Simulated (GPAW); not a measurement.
Band structure of Ni3Si (Pm-3m, 4 atoms in the cell).

```
CELL_PARAMETERS angstrom
      3.51807     0.00000     0.00000
      0.00000     3.51807     0.00000
      0.00000     0.00000     3.51807
ATOMIC_POSITIONS crystal
  Si 0.00000 0.00000 0.00000
  Ni 0.00000 0.50000 0.50000
  Ni 0.50000 0.00000 0.50000
  Ni 0.50000 0.50000 0.00000
```

Level of theory: PBE, GPAW PAW datasets PBE (gpaw-data 1.0.1) (plane waves; GPAW).

Settings: mode = pw; ecut = 850 eV; xc = PBE; kpts = 9 9 9; mesh shift (steps) = 0 0 0; occupations.name = fermi-dirac; occupations.width = 0.05 eV; nbands = -8; convergence.density = 1e-05 e/electron; symmetry.symmorphic = false; symmetry.tolerance = 0.0005; maxiter = 100; bandpath_npoints = 40.

The starting cell has typed, rounded lattice constants, without a prior relaxation at this level. Its lattice was rescaled by a random factor within 2.5 % of one. Spin polarisation is off.

Levels in eV from the Fermi level, bands 23 to 30:
```csv
point,23,24,25,26,27,28,29,30
Γ,-0.64,-0.64,-0.31,0.03,0.03,0.03,4.71,6.29
X,-1.33,-1.18,-0.57,0.03,3.56,3.56,4.97,5.14
M,-1.47,-1.12,-1.04,-0.97,0.64,0.64,5.56,6.17
R,-1.26,-1.26,-0.60,-0.21,-0.21,-0.21,1.18,3.98
```

Bands cross the Fermi level along this path, so the cell is metallic at this level.
